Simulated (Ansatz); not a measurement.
Density of states of PtAg₃ (Pm-3m) near the Fermi level, PBEsol, rigid bands (Ansatz, an electronic-structure program).

```
E − E_F (eV) | states/eV/cell
    -1.95 | ## 0.79
    -1.85 | #### 1.34
    -1.75 | ######### 3.20
    -1.65 | ############################# 10.3
    -1.55 | ############################## 10.6
    -1.45 | ############################# 10.1
    -1.35 | ########################## 9.03
    -1.25 | ######################## 8.48
    -1.15 | ###################### 7.60
    -1.05 | ###################### 7.85
    -0.95 | ############ 4.20
    -0.85 | ######### 3.30
    -0.75 | ######## 2.90
    -0.65 | ####### 2.63
    -0.55 | ####### 2.48
    -0.45 | ####### 2.39
    -0.35 | ###### 2.16
    -0.25 | ### 1.21
    -0.15 | ### 1.22
    -0.05 | #### 1.34
     0.05 | #### 1.45
     0.15 | ### 1.10
     0.25 | ### 0.96
     0.35 | ## 0.87
     0.45 | ## 0.80
     0.55 | ## 0.76
     0.65 | ## 0.79
     0.75 | ## 0.81
     0.85 | ## 0.83
     0.95 | ### 0.88
     1.05 | ### 0.96
     1.15 | ### 1.03
     1.25 | ### 1.07
     1.35 | ### 1.08
     1.45 | ### 1.09
     1.55 | ### 1.10
     1.65 | ### 1.14
     1.75 | ### 1.14
     1.85 | ### 1.13
     1.95 | ### 1.12
```

Problem. With 4 atoms a cell, what bare Sommerfeld coefficient γ = (π²/3) k_B² N(E_F) follows?

Solution. N(E_F) ≈ 1.45 states/eV a cell at 300 K, so γ ≈ 0.86 mJ/(mol of atoms·K²), before many-body enhancement (phonons, spin fluctuations, correlation).

Problem. How far does the Fermi level move in a rigid band for 0.1 electron a cell added or removed?

Solution. 70 meV and -73 meV.

A metal at this level (no band gap); rigid bands, thermally averaged at 300 K, both spins. Spin-orbit coupling is left out, which matters with elements this heavy. Geometry: cell and atoms relaxed with PBEsol.

Computed structure with no diffraction record at hand here (it may be known, metastable or hypothetical): PtAg3 (Pm-3m).
